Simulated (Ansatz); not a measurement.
## What strain tensor (xx, yy, zz, yz, xz, xy) = (+0.66, +1.84, −1.15, +0.32, −0.89, −0.10) % does to Au

Base system: Au in the fcc (Cu type) structure (space group Fm-3m, No. 225; a = 4.124 Å). Axes: x, y, z lie along the cube axes.

One thing is altered: strain tensor (xx, yy, zz, yz, xz, xy) = (+0.66, +1.84, −1.15, +0.32, −0.89, −0.10) %, atoms relaxed at fixed cell.

Calculations: r2SCAN, PAW, 500 eV (Ansatz, a quantum-chemistry and plane-wave program; no spin-orbit coupling). k-mesh 19×19×19 (Γ-centred); smearing 0.05 eV (Fermi–Dirac).

| quantity | base | changed | shift |
|---|---|---|---|
| volume per atom | 17.54 Å³ | 17.77 Å³ | +0.23 Å³ |
| space group | Fm-3m (No. 225) | P-1 (No. 2) | – |
| shortest interatomic distance | 2.916 Å | 2.883 Å | -0.033 Å |
| energy relative to the base (free energy F) | 0 meV/atom | +1.8 meV/atom | +1.8 meV/atom |
| pressure (mean of the normal stresses, compression positive) | 0.0 GPa | -1.8 GPa | -1.8 GPa |
| band gap | zero | zero | – |
| stress (xx, yy, zz, yz, xz, xy; compression positive) (rough) | – | (-1.6, -2.2, -1.8, 0.0, 0.6, 0.0) GPa | – |

Cost of the whole job for the changed cell (relaxation, final SCF and bands): roughly 110 core-seconds.

Without a gap, meshes like the base's 19×19×19 leave anisotropic stresses uncertain by several tenths of a GPa, and small strain energies with them. Stability against distortions was not tested.
